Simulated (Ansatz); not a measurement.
Reference: Al (Fm-3m), r2SCAN, rigid bands (plane waves, PAW, scalar-relativistic; Ansatz, a quantum-chemistry and plane-wave program); geometry: cell and atoms relaxed with PBEsol.

```xyz
1
Lattice="0.0000 2.0094 2.0094 2.0094 0.0000 2.0094 2.0094 2.0094 0.0000" Properties=species:S:1:pos:R:3 pbc="T T T"
Al     0.0000     0.0000     0.0000
```

- density of states at the Fermi level per atom = 0.38 states/eV
- Drude plasma energy = 12.4 eV
- root-mean-square Fermi velocity = 15.8 ×10⁵ m/s

**Question.** Replace Al by Cu on the same sites and relax. What happens?

**Answer.** Cu (Fm-3m): volume per atom 16.2 to 11.3 Å³; density of states at the Fermi level per atom falls (0.38 states/eV to 0.28 states/eV); Drude plasma energy falls (12.4 eV to 9.3 eV); root-mean-square Fermi velocity falls (15.8 ×10⁵ m/s to 11.5 ×10⁵ m/s).

**Question.** Swap Al for Au, keeping the structure type. How do these values move?

**Answer.** Au (Fm-3m): volume per atom 16.2 to 17.0 Å³; density of states at the Fermi level per atom falls (0.38 states/eV to 0.26 states/eV); Drude plasma energy falls (12.4 eV to 9.3 eV); root-mean-square Fermi velocity stays about the same (15.8 ×10⁵ m/s to 14.6 ×10⁵ m/s).

**Question.** Swap Al for Pt, keeping the structure type. How do these values move?

**Answer.** Pt (Fm-3m): volume per atom 16.2 to 15.0 Å³; density of states at the Fermi level per atom rises (0.38 states/eV to 1.90 states/eV); Drude plasma energy falls (12.4 eV to 9.0 eV); root-mean-square Fermi velocity falls (15.8 ×10⁵ m/s to 5.0 ×10⁵ m/s).

Moves up to 14 % count as about the same. Metals at this level; values at 300 K, both spins, means over directions. As a rough test of the mesh, the Fermi surface's area from every second k point differs by up to 9 %. Spin-orbit coupling is left out.

The missing spin-orbit coupling matters most for Au (Fm-3m), Pt (Fm-3m).
